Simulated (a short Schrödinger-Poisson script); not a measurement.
From a short Schrödinger-Poisson script (our own, NumPy): 1D Poisson equation in equilibrium, electrons quantum, Hartree (BenDaniel-Duke, 12 states a valley, the channel's in-plane mass for all, wave functions free to enter the dielectric), parabolic valleys, classical holes, full ionisation, no traps, pinning or gate leakage.

Stack: symmetric double-gate stack, SiO2 on p-type Si(110), at 300 K.

From the gate side: 1.3 nm SiO2; 4 nm Si, acceptors 2e15 cm⁻³; 1.3 nm SiO2.

Constants are typed, rounded textbook-type inputs, not results; the design itself was drawn at random and stands for no fabricated device. SiO2: permittivity 3.9, conduction-band edge (eV) 3.15, gap (eV) 9, electron mass (mₑ) 0.5. Si: permittivity 11.7, conduction-band edge (eV) 0, gap (eV) 1.124, Nv at 300 K (cm⁻³) 3.1e19.

Channel valleys (confinement mass, in-plane density-of-states mass, number): Δ4 0.315, 0.324, 4; Δ2 0.19, 0.417, 2. At the gates, both at one voltage, the conduction-band edge of layer 1 lies 3.74 eV − eVg above the Fermi level of the channel. Gaps are held at their typed values at every temperature. Mesh 0.03 nm at interfaces.

Task: Give the gate voltage at 1e11 electrons/cm² (V); the lowest subband against the Fermi level at Vg = 1.3 V (meV); the sheet density of all electrons at Vg = 0.7 V (cm⁻²).

Result: gate voltage at 1e11 electrons/cm² (V): 0.52; lowest subband against the Fermi level at Vg = 1.3 V (meV): -9.9; sheet density of all electrons at Vg = 0.7 V (cm⁻²): 2.57e12.
